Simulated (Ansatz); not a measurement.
Base system: Zn in the hcp (Mg type) structure (space group P6_3/mmc, No. 194; a = 2.6180 Å, c = 4.8434 Å; relaxed with 0.1 eV smearing). Axes: x lies along a and z along c of the hexagonal cell.

Structures relaxed with Ansatz (an electronic-structure program) r2SCAN, without spin-orbit coupling.

Base:

Simulated powder pattern, Cu Kα1, λ = 1.54056 Å (kinematic, ideal powder, no thermal factors, no anomalous dispersion; the 8 strongest lines at most, above 2 %, up to 2θ = 90°):

```tsv
2θ (°)	I/Imax (%)	hkl
37.09	37	(002)
39.72	23	(100)
44.06	100	(101)
55.47	16	(102)
71.71	21	(103)
72.09	14	(110)
83.97	18	(112)
88.51	12	(201)
```

After one change:

Simulated powder pattern, Cu Kα1, λ = 1.54056 Å (kinematic, ideal powder, no thermal factors, no anomalous dispersion; the 8 strongest lines at most, above 2 %, up to 2θ = 90°):

| 2θ (°) | I/Imax (%) |
|---|---|
| 37.09 | 100 |
| 39.02 | 22 |
| 39.75 | 21 |
| 43.42 | 95 |
| 44.09 | 91 |
| 44.75 | 87 |
| 71.24 | 20 |
| 71.72 | 20 |

Task: Which change produced these results?
A. tensor shear ε_xy = −2.02 %
B. tensor shear ε_xy = −1.70 %
C. biaxial strain +1.33 %, plane normal [001], relaxed out of plane
D. isotropic strain +2.99 %

Result: A, tensor shear ε_xy = −2.02 %. Its volume per atom is 14.37 Å³ against 14.37 Å³, and its space group is P2_1/m (No. 11).

No phonon test of stability was made.
